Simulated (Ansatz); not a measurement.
The parent structure is BP in the rock salt structure (space group Fm-3m, No. 225; a = 4.289 Å; a hypothetical phase, not in the database extracts checked; relaxed with 0.1 eV smearing). Axes: x, y, z lie along the cube axes.

Level of theory: PBEsol (Ansatz, a first-principles code; PAW; 420 eV plane waves; no spin-orbit coupling).

The change: uniaxial strain ε_zz = +5.96 %, all other strain components held at zero, atoms relaxed at fixed cell.

Question: Predict the stress tensor and what it implies for the stiffness.

Answer: Stress of the strained cell less that of the base (GPa, compression positive):
```
   -7.4     0.0     0.0
    0.0    -7.4     0.0
    0.0     0.0   -10.1
```

Then −Δσ_ii/ε with ε = 0.0596 gives secant stiffness values (nonlinear terms included at this strain): C33 ≈ 170 GPa, C13 ≈ 124 GPa and C23 ≈ 124 GPa.

As a check, the harmonic strain energy −½ V₀ Δσ:ε is 19 meV/atom; the computed energy rise is 21 meV/atom.

No phonon test of stability was made. All final runs are without spin polarisation.
